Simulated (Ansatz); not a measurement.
The parent structure is Si in the diamond structure (space group Fd-3m, No. 227).

```yaml
crystal:
  lattice:
    - [0.00000, 2.71688, 2.71688]
    - [2.71688, 0.00000, 2.71688]
    - [2.71688, 2.71688, 0.00000]
  atoms:
    - { symbol: Si, position: [0.00000, 0.00000, 0.00000] }
    - { symbol: Si, position: [0.25000, 0.25000, 0.25000] }
```

Cartesian axes are those of the cell as printed.

The values are results of PBEsol (Ansatz, a first-principles code; PAW; 420 eV plane waves; scalar-relativistic without spin-orbit coupling), not measurements.

Strains are applied to the cell and any free atomic positions relax.

One change was made to it. Results:

| quantity | base | after |
|---|---|---|
| band gap | 0.47 eV | 0.22 eV |
| smallest direct gap | 2.52 eV | 2.39 eV |
| valence-band top at Γ (three highest levels, from the VBM) | 0.00, 0.00, 0.00 eV | 0.00, -0.14, -0.14 eV |

Task: What was done to the base?
A) uniaxial strain ε_zz = −1.50 %
B) uniaxial strain ε_zz = +2.00 %
C) uniaxial strain ε_zz = +1.50 %
D) uniaxial strain ε_zz = +3.00 %
E) uniaxial strain ε_zz = −2.00 %

Result: E, uniaxial strain ε_zz = −2.00 %. For comparison, the band gap in the other runs: uniaxial strain ε_zz = +1.50 % gives 0.41 eV; uniaxial strain ε_zz = +3.00 % gives 0.36 eV; uniaxial strain ε_zz = −1.50 % gives 0.28 eV; uniaxial strain ε_zz = +2.00 % gives 0.40 eV.

Whether these cells are dynamically stable was not tested. The zero or small gap of Si under uniaxial strain ε_zz = −2.00 % and Si under uniaxial strain ε_zz = −1.50 % can change with the level of theory.
